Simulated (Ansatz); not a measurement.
## TiTe$_{2}$ in the CdI2 type structure (space group P-3m1, No. 164; layered, stacked along the Cartesian z axis)

```
CELL_PARAMETERS angstrom
      3.78426     0.00000     0.00000
     -1.89213     3.27727     0.00000
      0.00000     0.00000     6.60280
ATOMIC_POSITIONS crystal
  Ti 0.00000 0.00000 0.00000
  Te 0.33333 0.66667 0.25687
  Te 0.66667 0.33333 0.74313
```

Method: DFT with r2SCAN+rVV10, PAW potentials and a 500 eV plane-wave cutoff in Ansatz (a first-principles code), no spin-orbit coupling, earlier PAW set. Γ-centred 14×14×7 mesh, Fermi–Dirac width 0.05 eV.

```yaml
volume_per_atom: 27.30 Å³
density: 6.15 g/cm³
band_gap: zero
total_energy: -5497.314 eV/atom (σ→0; compares only within this code and set-up)
```

Whether these cells are dynamically stable was not tested. All final runs are without spin polarisation.
